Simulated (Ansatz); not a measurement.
## AlN (P6₃/mmc, No. 194, 4 atoms in the cell; start mp-13178; a measured phase of this formula has another space group)

Method: LDA (PAW; Ansatz, a program for electronic structure).

Run with plane-wave cutoff 520 eV, 12×12×8 k mesh (along the axes of the cell as run), Fermi–Dirac smearing 0.01 eV, scalar-relativistic PAW data made under PBE.

Cell (relaxed at this level):

AlN is modelled in the hexagonal space group P6₃/mmc (No. 194), Pearson symbol hP4. Cell: a = b = 3.276 Å, c = 4.102 Å, α = β = 90.00°, γ = 120.00°. Al on 2d is coordinated by 3 N at 1.891 Å and 2 N at 2.051 Å (trigonal bipyramidal). N on 2c has 3 Al at 1.891 Å and 2 Al at 2.051 Å (trigonal bipyramidal). (Neighbours: up to the widest gap in distance over summed covalent radii, below 1.35, at either atom; cation-cation and far metal-metal contacts left out.)

| Property | Result |
|---|---|
| band gap | 3.62 eV (direct) |

The computed numbers hold no vibrational or temperature effects.

A start named mp-… is a Materials Project structure, which need not be a measured phase.
